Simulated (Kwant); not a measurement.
Model system: six-terminal Hall bar in a Ge (holes) two-dimensional gas. Effective mass 0.06 mₑ, grid spacing 7.7 nm, hard walls, nominal width 200 nm (25 grid rows, so walls 200.2 nm apart), one parabolic valley, scattering region 520 nm long along x; energies count from the band bottom; Fermi energy 0.00334 eV. Four side probes 100 nm wide, two on each edge; current runs along x; the sign of the Hall resistance is a convention. Perpendicular field swept from 0.14425 to 2.9428 T, also in the leads; orbital effect alone.

Constants are typed, rounded textbook-type inputs, not results; the design itself was drawn at random and stands for no fabricated device.

Computed with Kwant: effective-mass tight-binding model on a square grid, one spin, coherent transport at 0 K. Resistances are in h/e².

Problem. How many Landau levels lie under the Fermi energy, and what Hall resistance follows, at 3.34 meV and 0.761 T; 3.34 meV and 1.71 T; 3.34 meV and 1.95 T; 3.34 meV and 2.42 T?

Solution. ħωc = ħeB/m = 1.93 meV a tesla; levels lie at (n + ½)ħωc. E/ħωc = 2.28 gives 2 levels and h/(2e²) = 0.500; simulated 0.500. E/ħωc = 1.01 gives 1 level and h/(1e²) = 1.000; simulated 1.000. E/ħωc = 0.89 gives 1 level and h/(1e²) = 1.000; simulated 1.000. E/ħωc = 0.72 gives 1 level and h/(1e²) = 1.000; simulated 1.000.
